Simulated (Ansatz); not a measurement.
Consider PbTe in the rock salt structure (space group Fm-3m, No. 225).

```
PbTe
1.0
    0.00000     3.26711     3.26711
    3.26711     0.00000     3.26711
    3.26711     3.26711     0.00000
Te Pb
1 1
Direct
  0.00000   0.00000   0.00000
  0.50000   0.50000   0.50000
```

The other end (x = 1) is PbS in the rock salt structure (space group Fm-3m, No. 225): 26.66 Å³/atom, gap 0.69 eV.

Calculations: plane-wave PAW DFT at the r2SCAN level (Ansatz, a first-principles code, 500 eV), without spin-orbit coupling.

S replaces a fraction x of Te; each row is one arrangement (x, atoms in the cell, starting space group or random), fully relaxed.

One change was made to it. Results:

```tsv
quantity	base	after
mixing energy	–	+28 meV/atom
gap character (in this cell's own zone, which can be folded)	–	direct at Γ
shortest interatomic distance	3.267 Å	2.990 Å
```

Name the change that was made.
(A) x(S) = 0.75, 8 atoms, C2/m
(B) x(S) = 0.25, 8 atoms, Pm-3m
(C) x(S) = 0.25, 8 atoms, C2/m
(D) x(S) = 0.5, 8 atoms, C2/m
(E) x(S) = 0.75, 8 atoms, I4/mmm

A, x(S) = 0.75, 8 atoms, C2/m. For comparison, the mixing energy in the other runs: x(S) = 0.5, 8 atoms, C2/m gives +39 meV/atom; x(S) = 0.25, 8 atoms, Pm-3m gives +61 meV/atom; x(S) = 0.25, 8 atoms, C2/m gives +23 meV/atom; x(S) = 0.75, 8 atoms, I4/mmm gives +58 meV/atom.

These are small ordered cells, not random alloys; other orderings at the same x differ. With Pb and Te present, leaving out spin-orbit coupling can change the band edges. No phonon test of stability was made. k-point labels follow each cell's own Brillouin zone.
